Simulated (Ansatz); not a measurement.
Consider AlN in the wurtzite structure (space group P6_3mc, No. 186).

```yaml
crystal:
  lattice:
    - [3.08878, 0.00000, 0.00000]
    - [-1.54439, 2.67496, 0.00000]
    - [0.00000, 0.00000, 4.94326]
  atoms:
    - { symbol: Al, position: [0.33333, 0.66667, 0.00000] }
    - { symbol: Al, position: [0.66667, 0.33333, 0.50000] }
    - { symbol: N, position: [0.33333, 0.66667, 0.38200] }
    - { symbol: N, position: [0.66667, 0.33333, 0.88200] }
```

Cartesian axes are those of the cell as printed.

Computed with Ansatz (a program for electronic structure) LDA, spin-orbit coupling left out.

Base values:

```
Property                               Value
---------------------  ---------------------
Valence-band top at Γ  0.00, -0.23, -0.23 eV
Volume per atom                     10.21 Å³
Band gap                             4.42 eV
```

Perturbation: biaxial strain −1.20 %, plane normal [001], relaxed out of plane (Cartesian); in-plane vectors clamped, the third vector and the atoms free.

Problem. Estimate the effect on the valence-band top at Γ, volume per atom and band gap.

Solution. The valence-band top at Γ (three highest levels, from the VBM) becomes 0.00, -0.06, -0.06 eV (base: 0.00, -0.23, -0.23 eV); the volume per atom decreases by 0.17 Å³ (10.21 Å³ → 10.04 Å³); the band gap increases by 0.25 eV, from 4.42 eV to 4.67 eV.

Gaps are read on the SCF mesh and a high-symmetry path. Stability against distortions was not tested.
